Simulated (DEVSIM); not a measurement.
Structure: abrupt Si p-n junction, at 300 K.

| layer (left to right) | material | thickness (μm) | Nd (cm⁻³) | Na (cm⁻³) | τn (s) | τp (s) |
|---|---|---|---|---|---|---|
| 1 | Si | 1.20 | - | 1.3e14 | 3.6e-5 | 3.6e-5 |
| 2 | Si | 130 | 4.8e17 | - | 3.6e-5 | 3.6e-5 |

Left contact: ohmic. Right contact: ohmic. Voltage is applied to the left contact. Recombination: SRH at mid-gap, radiative. Mobility is μmin + (μ − μmin)/(1 + (N/Nref)^α).

This is a model device: material constants are rounded textbook-type values typed into the input, and sizes, dopings and lifetimes were drawn at random. Values at 300 K.

| parameter | Si |
|---|---|
| gap (eV) | 1.124 |
| affinity (eV) | 4.05 |
| permittivity | 11.7 |
| Nc (cm⁻³) | 2.86e19 |
| Nv (cm⁻³) | 3.1e19 |
| μn (cm²/Vs) | 1417 |
| μp (cm²/Vs) | 470 |
| μn,min | 52 |
| μp,min | 45 |
| Nref,n | 9.7e16 |
| Nref,p | 2.2e17 |
| αn | 0.68 |
| αp | 0.72 |
| B (cm³/s) | 4.7e-15 |

DEVSIM, 1D drift-diffusion, Boltzmann statistics, complete ionisation; no tunnelling, impact ionisation, image-force lowering or self-heating.

Tabulate band edges, carrier densities and field at 0.9 V on the left contact.

Energies count from the Fermi level of the right contact; mesh points crowd at the junctions.

| x (μm) | Ec (eV) | Ev (eV) | n (cm⁻³) | p (cm⁻³) | field (V/cm) |
|---|---|---|---|---|---|
| 0.000 | -0.096 | -1.220 | 890000 | 1.3e14 | 2600 |
| 0.03905 | -0.086 | -1.210 | 2.9e14 | 1.9e14 | 2500 |
| 0.1390 | -0.064 | -1.188 | 7.4e14 | 4.6e14 | 2000 |
| 0.3947 | -0.031 | -1.155 | 1.7e15 | 1.6e15 | 780 |
| 0.9504 | -0.006 | -1.130 | 4.2e15 | 4.2e15 | 230 |
| 1.118 | -0.012 | -1.136 | 7.2e15 | 3.3e15 | -2300 |
| 1.185 | -0.057 | -1.181 | 4.3e16 | 5.8e14 | -16000 |
| 1.228 | -0.119 | -1.243 | 4.8e17 | 5.3e13 | -410 |
| 1.315 | -0.119 | -1.243 | 4.8e17 | 5.3e13 | 17 |
| 1.546 | -0.119 | -1.243 | 4.8e17 | 5.3e13 | 17 |
| 2.160 | -0.118 | -1.242 | 4.8e17 | 5.2e13 | 17 |
| 4.808 | -0.113 | -1.237 | 4.8e17 | 5.2e13 | 17 |
| 10.85 | -0.103 | -1.227 | 4.8e17 | 5.2e13 | 17 |
| 26.93 | -0.075 | -1.199 | 4.8e17 | 5.1e13 | 17 |
| 86.19 | 0.028 | -1.096 | 4.8e17 | 4.7e13 | 17 |
| 114.3 | 0.076 | -1.048 | 4.8e17 | 3.3e13 | 17 |
| 125.1 | 0.095 | -1.029 | 4.8e17 | 1.6e13 | 17 |
| 128.9 | 0.102 | -1.022 | 4.8e17 | 6.8e12 | 17 |
| 130.6 | 0.105 | -1.019 | 4.8e17 | 1.9e12 | 17 |
| 131.0 | 0.105 | -1.019 | 4.8e17 | 6.7e11 | 17 |
| 131.1 | 0.106 | -1.018 | 4.8e17 | 2.0e11 | 17 |
| 131.2 | 0.106 | -1.018 | 4.8e17 | 240 | 17 |
